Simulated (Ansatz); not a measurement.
Carrier properties of monolayer PtS$_{2}$

Given:

```
PtS2
1.0
    3.57527     0.00000     0.00000
   -1.78763     3.09627     0.00000
    0.00000     0.00000    18.79264
Pt S
1 2
Direct
  0.00000   0.00000   0.50000
  0.33333   0.66667   0.56536
  0.66667   0.33333   0.43464
```

The numbers are results of PBE, rigid bands (plane waves, PAW, scalar-relativistic; Ansatz, a program for electronic structure), not measurements. How the cell was made: cell and atoms relaxed with PBE.

The band gap is 1.76 eV and the electron conductivity mass (300 K, dilute) is 0.42 mₑ. The effective density of states N_c (300 K) comes out as 3.0e13 cm⁻² and the Seebeck coefficient, n-type 1.9e12 cm⁻², 300 K is -408 μV/K.

Rigid bands; masses and Seebeck coefficients take one relaxation time τ for all states and one kind of carrier; polarons and phonon drag are left out. Spin-orbit coupling is left out.

Model free-standing layer, not matched to a measured one here: monolayer PtS2.
